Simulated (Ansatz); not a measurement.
A computed series for AlN: pressure series

Start from AlN in the wurtzite structure (space group P6_3mc, No. 186).

```
AlN
1.0
    3.13023     0.00000     0.00000
   -1.56512     2.71086     0.00000
    0.00000     0.00000     5.01801
Al N
2 2
Direct
  0.33333   0.66667   0.00023
  0.66667   0.33333   0.50023
  0.33333   0.66667   0.38177
  0.66667   0.33333   0.88177
```

Cell and atoms are relaxed at each pressure.

Level of theory: Ansatz (a quantum-chemistry and plane-wave program), PBE, PAW, cutoff 420 eV, scalar-relativistic without spin-orbit coupling.

```
pressure (GPa)  band gap (eV)
--------------  -------------
-2                       3.95
-1                          ?
0                        4.03
0.9                      4.07
2.1                      4.12
4.5                      4.22
9                        4.39
15                       4.60
```

Q: Fit E_g = E₀ + αP + βP² to the rows shown and predict the withheld row.

A: Least squares on the printed values gives E₀ = 4.03 eV, α = 42.3 meV/GPa, β = -0.30 meV/GPa² (largest residual 0.00 eV); this predicts 3.99 eV, and the run gives 3.99 eV, in agreement.

Load acts through the strain it causes; cell and atoms are relaxed under it. Stability against distortions was not tested. Measured, AlN leaves this structure (for rock salt) near 14 GPa (temperature not stated; as listed in Datta, Sujoy, Jana, Debnarayan, arXiv (2020)), on rising pressure, with hysteresis.
